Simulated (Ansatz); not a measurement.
Consider Ir in the fcc (Cu type) structure (space group Fm-3m, No. 225; a = 3.8305 Å).

Computed with DFT with PBEsol, PAW potentials and a 420 eV plane-wave cutoff in Ansatz (a first-principles code), no SOC.

One change was made to it. Results:

The shortest interatomic distance shrinks by 0.010 Å, from 2.709 Å to 2.699 Å; the density increases by 0.24 g/cm³ to 22.96 g/cm³.

Question: Which change produced these results?
A) pressure −2 GPa
B) pressure 45 GPa
C) pressure 4.2 GPa
D) pressure 30 GPa

Answer: C, pressure 4.2 GPa. For comparison, the shortest interatomic distance in the other runs: pressure −2 GPa gives 2.713 Å; pressure 30 GPa gives 2.650 Å; pressure 45 GPa gives 2.626 Å.

Load acts through the strain it causes; cell and atoms are relaxed under it. Stability against distortions was not tested. Competing high-pressure phases were not computed. The final runs are not spin-polarised.
